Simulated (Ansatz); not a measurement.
The parent structure is WC (space group P-6m2, No. 187; a = 2.8993 Å, c = 2.8271 Å; relaxed with 0.1 eV smearing). Axes: x lies along a and z along c of the hexagonal cell.

Now apply this change: strain tensor (xx, yy, zz, yz, xz, xy) = (+1.00, −2.23, −0.12, −0.15, −0.63, +0.37) %, atoms relaxed at fixed cell.

Levels (all Ansatz, an electronic-structure program, PAW, earlier PAW set): PBEsol (420 eV, no SOC); r2SCAN (500 eV, no spin-orbit coupling).

The geometry is relaxed with PBEsol.

| Property | Value |
|---|---|
| PBEsol pressure | 5.8 GPa |

Question: What does r2SCAN give at this geometry for the pressure?

Answer: The pressure goes up by 5.4 GPa, from 5.8 GPa to 11.2 GPa.

Single points use the geometry relaxed with PBEsol. Their cutoffs differ, which shifts pressures a little. Whether these cells are dynamically stable was not tested. All final runs are without spin polarisation.
